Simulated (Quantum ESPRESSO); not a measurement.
Quantum ESPRESSO run on LiCl (Fm-3m, 2 atoms in the cell): self-consistent single point.

Level of theory: PW91, SSSP 1.1.2 efficiency (PBE) pseudopotentials (plane waves; Quantum ESPRESSO 7.5).

```
LiCl
1.0
   -2.54771     0.00000     2.54771
    0.00000     2.54771     2.54771
   -2.54771     2.54771     0.00000
Li Cl
1 1
Cartesian
  0.00000   0.00000   0.00000
 -2.54771   2.54771   2.54771
```

Reference input (self-consistent single point, DFT, PBE, plane waves, SSSP 1.1.2 efficiency (PBE) pseudopotentials): ecutwfc = 40 Ry; ecutrho = 320 Ry; occupations = smearing; smearing = fd; degauss = 0.000734986 Ry; potentials = {Li: li_pbe_v1.4.uspp.F.UPF, Cl: cl_pbe_v1.4.uspp.F.UPF}; K_POINTS = automatic 9 9 9 1 1 1; conv_thr = 1e-10 Ry; mixing_beta = 0.7. This run's input differs from it in these lines:

```diff
@@ -18,2 +18,3 @@
    degauss = 0.000734986,
+   input_dft = 'pw91',
 /
```

Output (repeated stretches shortened):

```
     Self-consistent Calculation

     iteration #  1     ecut=    40.00 Ry     beta= 0.70

     Threshold (ethr) on eigenvalues was too large:
     Diagonalizing with lowered threshold

     negative rho (up, down):  1.467E-02 0.000E+00

     total energy              =     -48.10461117 Ry
     estimated scf accuracy    <       0.01727180 Ry

     iteration #  2     ecut=    40.00 Ry     beta= 0.70

     negative rho (up, down):  1.450E-02 0.000E+00

     total energy              =     -48.10527888 Ry
     estimated scf accuracy    <       0.00082703 Ry

     iteration #  3     ecut=    40.00 Ry     beta= 0.70

     negative rho (up, down):  1.447E-02 0.000E+00

     total energy              =     -48.10551071 Ry
     estimated scf accuracy    <       0.00002150 Ry

   [... 2 blocks of this kind left out ...]

     iteration #  6     ecut=    40.00 Ry     beta= 0.70

     negative rho (up, down):  1.444E-02 0.000E+00

     total energy              =     -48.10552971 Ry
     estimated scf accuracy    <          2.0E-09 Ry

     iteration #  7     ecut=    40.00 Ry     beta= 0.70

     negative rho (up, down):  1.444E-02 0.000E+00
     End of self-consistent calculation

     the Fermi energy is     5.0456 ev

!    total energy              =     -48.10552972 Ry
     estimated scf accuracy    <          6.0E-11 Ry
     smearing contrib. (-TS)   =       0.00000000 Ry
     internal energy E=F+TS    =     -48.10552972 Ry

     convergence has been achieved in   7 iterations

     negative rho (up, down):  1.444E-02 0.000E+00

     Forces acting on atoms (cartesian axes, Ry/au):

     atom    1 type  1   force =     0.00000000    0.00000000    0.00000000
     atom    2 type  2   force =     0.00000000    0.00000000    0.00000000

     Total force =     0.000000     Total SCF correction =     0.000000

     negative rho (up, down):  1.444E-02 0.000E+00
          total   stress  (Ry/bohr**3)                   (kbar)     P=       10.45
   0.00007105  -0.00000000  -0.00000000           10.45       -0.00       -0.00
  -0.00000000   0.00007105   0.00000000           -0.00       10.45        0.00
  -0.00000000   0.00000000   0.00007105           -0.00        0.00       10.45

   JOB DONE.
```

The run converged in 7 iterations. Against the reference run the pressure hardly changes (1.07 to 1.05 GPa) and the gap on the mesh moves little (6.559 to 6.551 eV).

The starting cell comes from a database of computed structures (which also holds hypothetical and non-ambient phases and stackings), without a prior relaxation at this level. Its lattice was rescaled by a random factor within 2.5 % of one. The shifted mesh does not hold Γ, so a gap read on it misses any band edge there.
